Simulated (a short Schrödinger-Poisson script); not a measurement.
## MOS inversion layer, Si3N4 on p-type Si(100)

Stack: MOS inversion layer, Si3N4 on p-type Si(100), at 300 K.

```tsv
layer	material	thickness (nm)	Na (cm⁻³)
1	Si3N4	5.1	-
2	Si	1500	8.1e16
```

Constants are typed, rounded textbook-type inputs, not results; the design itself was drawn at random and stands for no fabricated device. Si3N4: permittivity 7.5, conduction-band edge (eV) 1.95, gap (eV) 5.1, electron mass (mₑ) 0.5. Si: permittivity 11.7, conduction-band edge (eV) 0, gap (eV) 1.124, Nv at 300 K (cm⁻³) 3.1e19.

Channel valleys (confinement mass, in-plane density-of-states mass, number): Δ2 0.916, 0.19, 2; Δ4 0.19, 0.417, 4. At the gate the conduction-band edge of layer 1 lies 2.45 eV − eVg above the Fermi level of the channel; the field vanishes at the back. Gaps are held at their typed values at every temperature. Mesh 0.03 nm at interfaces.

Solved with a short Schrödinger-Poisson script written for these runs: 1D Poisson equation in equilibrium, electrons quantum, Hartree (BenDaniel-Duke, 12 states a valley, the channel's in-plane mass for all, wave functions ending at the dielectric), parabolic valleys, classical holes, full ionisation, no traps, pinning or gate leakage.

| Vg (V) | electrons (cm⁻²) | C (μF/cm²) | Δ2 E0 (meV) | Δ2 E1 (meV) | Δ4 E0 (meV) | Δ4 E1 (meV) |
|---|---|---|---|---|---|---|
| 0.3 | 2.06e7 | 0.0948 | 344.7 | 376.8 | 374.3 | 427.6 |
| 0.4 | 6.56e8 | 0.0923 | 253.9 | 287.6 | 284.9 | 340.9 |
| 0.5 | 1.94e10 | 0.175 | 165.0 | 200.3 | 197.5 | 256.0 |
| 0.6 | 2.18e11 | 0.594 | 100.3 | 138.5 | 135.7 | 197.0 |
| 0.7 | 6.62e11 | 0.833 | 68.4 | 111.1 | 108.2 | 172.5 |
| 0.8 | 1.21e12 | 0.931 | 49.5 | 97.0 | 94.0 | 161.0 |
| 0.9 | 1.81e12 | 0.985 | 36.2 | 88.0 | 85.0 | 154.4 |
| 1 | 2.43e12 | 1.02 | 25.7 | 81.7 | 78.7 | 150.0 |
| 1.1 | 3.07e12 | 1.04 | 16.9 | 76.9 | 73.9 | 147.0 |
| 1.2 | 3.73e12 | 1.06 | 9.3 | 73.0 | 70.0 | 144.6 |
| 1.3 | 4.40e12 | 1.07 | 2.6 | 69.8 | 66.7 | 142.8 |
| 1.4 | 5.07e12 | 1.09 | -3.5 | 67.0 | 64.0 | 141.3 |
| 1.5 | 5.75e12 | 1.09 | -9.2 | 64.6 | 61.5 | 140.1 |
| 1.6 | 6.44e12 | 1.10 | -14.5 | 62.4 | 59.4 | 139.0 |
| 1.7 | 7.13e12 | 1.11 | -19.5 | 60.4 | 57.4 | 138.1 |
| 1.8 | 7.82e12 | 1.11 | -24.3 | 58.5 | 55.5 | 137.2 |
| 1.9 | 8.52e12 | 1.12 | -28.8 | 56.8 | 53.8 | 136.5 |
| 2 | 9.22e12 | 1.12 | -33.3 | 55.2 | 52.2 | 135.8 |
| 2.1 | 9.92e12 | 1.13 | -37.6 | 53.7 | 50.7 | 135.2 |

Gate voltages with under 1e6 electrons/cm² are left out.

Subbands count from the Fermi level.
